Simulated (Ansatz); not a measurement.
## HfSi2 under a change: pressure −2 GPa

Consider HfSi2 (space group Cmcm, No. 63; a = 3.6502 Å, b = 14.3511 Å, c = 3.6352 Å).

One thing is altered: hydrostatic tension (pressure −2 GPa).

Calculations: PBEsol, PAW, 420 eV (Ansatz, a quantum-chemistry and plane-wave program; no SOC), earlier PAW set. Settings: 13×13×13 k-points, 0.05 eV Fermi–Dirac smearing.

- Volume per atom = 16.11 Å³ (base 15.87 Å³)
- Density = 8.06 g/cm³ (base 8.19 g/cm³)
- Enthalpy H = E + PV relative to the base's energy = -0.20 eV/atom
- Band gap = zero (base zero)

Load acts through the strain it causes; cell and atoms are relaxed under it. No phonon test of stability was made. All final runs are without spin polarisation.
